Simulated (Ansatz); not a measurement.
How a calculation on SrIn₄Pd (Cmcm, 12 atoms in the cell) responds to its settings

```xyz
12
Lattice="2.2977 -8.5954 0.0000 2.2977 8.5954 0.0000 0.0000 0.0000 7.5225" Properties=species:S:1:pos:R:3 pbc="T T T"
Sr     2.2977     6.4675     5.6419
Sr     2.2977    -6.4675     1.8806
In     2.2977     3.1748     7.1385
In     2.2977    -3.1748     0.3840
In     2.2977    -3.1748     3.3772
In     2.2977     3.1748     4.1453
In     2.2977     0.0000     0.0000
In     2.2977     0.0000     3.7612
In     2.2977     7.4020     1.8806
In     2.2977    -7.4020     5.6419
Pd     2.2977    -4.7258     5.6419
Pd     2.2977     4.7258     1.8806
```

Base run A: LDA (PW92), default PAW files made with PBE (Ansatz, a quantum-chemistry and plane-wave program), self-consistent single point.

Its settings: basis.ecutwfc = 420 eV; kpoints.mp_grid.grid = 6 6 4; hamiltonian.xc = lda; hamiltonian.pseudopotentials = {kind: paw} (the program's default PAW files); scf.occupations.method = cold; scf.occupations.width = 0.1 eV.

The starting cell comes from a database of computed structures (which also holds hypothetical and non-ambient phases and stackings), without a prior relaxation at this level. Spin polarisation is off. In the base run, with a pressure of about -4 GPa the cell is away from its equilibrium volume at this level. Ansatz's pressure includes its estimate of the finite-basis (Pulay) stress.

Run A gave: pressure (GPa) -4.00; largest force (eV/Å) 0.137.

Runs:
- B: hamiltonian.xc: lda → pbesol [PBEsol]
- C: hamiltonian.xc: lda → blyp [BLYP]
- D: basis.ecutwfc: 420 eV → 500 eV; hamiltonian.xc: lda → r2scan [r2SCAN]

What does run D change against A?

The pressure goes from -4.00 to -0.18 GPa and the largest force goes from 0.137 to 0.061 eV/Å.

What does run B change against A?

The pressure goes from -4.00 to -1.77 GPa and the largest force goes from 0.137 to 0.086 eV/Å.

| run | pressure (GPa) | largest force (eV/Å) |
|---|---|---|
| A | -4.00 | 0.137 |
| B | -1.77 | 0.086 |
| C | 5.64 | 0.365 |
| D | -0.18 | 0.061 |

Left out of this page: 2 runs of the series held back from this collection.

Keys are those of Ansatz 0.2.
